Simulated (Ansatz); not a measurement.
For Sc3Al (Pm-3m), PBEsol, DFPT electron-phonon coupling, linearised Boltzmann equation run with Ansatz (a first-principles code) gives a transport coupling λ_tr = 0.460 and a Drude plasma energy ħω_p = 3.57 eV.

### Question
Estimate the resistivity at 300 K from the high-temperature formula ρ = 2π λ_tr k_B T / (ħ ε₀ ω_p²), and say how the full Boltzmann solution compares.

### Answer
The scattering rate is 1/τ = 2π λ_tr k_B T/ħ = 1.14e14 s⁻¹ and ω_p = 5.42e15 s⁻¹, so ρ ≈ 43.6 μΩ·cm. The Boltzmann solution gives 40.9 μΩ·cm, 0.94 times the estimate.

A metal at this level (no band gap). Only scattering by harmonic phonons is included (no impurities, grain boundaries, electron-electron scattering or thermal expansion). Spin-orbit coupling is left out. Halving the electron mesh (20x20x20) moves the resistivity by up to 1 % at 300 K, the coupling by up to 2 %. Smearing 0.20 eV; phonons on a 3x3x3 q mesh, which this run doesn't test.

Computed structure with no diffraction record at hand here (it may be known, metastable or hypothetical): Sc3Al (Pm-3m).
